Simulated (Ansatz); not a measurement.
The starting structures come from a database of crystals and need not be the phases stable at ambient conditions.

 Where the default PAW files enter, the runs use the earlier of Ansatz's two default sets.

The decay constant κ of evanescent states in the gap governs leakage through a thin film.

Data:

```xyz
8
Lattice="7.3652 0.0000 0.0000 -2.4541 9.1937 0.0000 2.4541 -1.3130 3.2168" Properties=species:S:1:pos:R:3 pbc="T T T"
Cu     4.7231     5.2980     1.1292
Cu     1.0405     3.3057     0.3160
Cu     7.1937     0.0060     2.7764
Cu     1.0570     7.2465     1.9791
I      7.1797     4.9560     1.9317
I      3.4972     2.9885     1.1286
I      7.1928     1.0034     0.3631
I      3.5102     6.9098     2.7740
```

Space group of this cell: Pc. The cell is taken as given.

Transport runs along the normal of the first two printed cell vectors.

No gap correction and no spin-orbit coupling; mid-gap values are interpolated between computed energies.

Question: Predict the band gap and the smallest decay constant κ at mid-gap from r2SCAN (Ansatz, a quantum-chemistry and plane-wave program).

Answer: Gap 1.67 eV on a 6×10×10 mesh; κ = 0.143 1/Å, at the zone centre.
